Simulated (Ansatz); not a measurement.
Take ZnO in the wurtzite structure (space group P6_3mc, No. 186; a = 3.1869 Å, c = 5.1526 Å) as the base. Axes: x lies along a and z along c of the hexagonal cell.

The values are results of plane-wave PAW DFT at the LDA level (Ansatz, an electronic-structure program, 420 eV), no spin-orbit coupling, not measurements.

Perturbation: the cell is stretched by 1.80 % along z with no lateral relaxation; the atoms relax in the strained cell.

Predict the stress tensor and what it implies for the stiffness.

Stress of the strained cell less that of the base (GPa, compression positive):
```
  -2.08    0.00    0.00
   0.00   -2.08    0.00
   0.00    0.00   -4.26
```

Then −Δσ_ii/ε with ε = 0.0180 gives secant stiffness values (nonlinear terms included at this strain): C33 ≈ 237 GPa, C13 ≈ 116 GPa and C23 ≈ 116 GPa.

No phonon test of stability was made.
